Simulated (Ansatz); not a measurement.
System: CsCl-type CuZn. Method: LDA (Ansatz, a quantum-chemistry and plane-wave program, plane waves, PAW).

Numerical settings: plane-wave cutoff 520 eV, 16×16×16 k mesh, Fermi–Dirac smearing 0.1 eV, perturbation theory, force constants from a 4×4×4 q mesh, no spin polarisation, scalar-relativistic PAW data made under PBE.

Computed at the level's own relaxed cell. Harmonic vibrational thermodynamics at fixed volume:

```csv
T (K),S_vib (J/K per mol of atoms),C_V (J/K per mol of atoms),F_vib (eV/atom)
200,26.62,22.28,0.0024
300,35.97,23.69,-0.0303
400,42.87,24.22,-0.0713
500,48.30,24.47,-0.1187
600,52.78,24.61,-0.1711
700,56.58,24.70,-0.2279
800,59.88,24.75,-0.2882
```

The crystal is taken as a harmonic solid at every temperature: melting, phase changes and thermal expansion are not seen, nor the electrons' share in a metal.
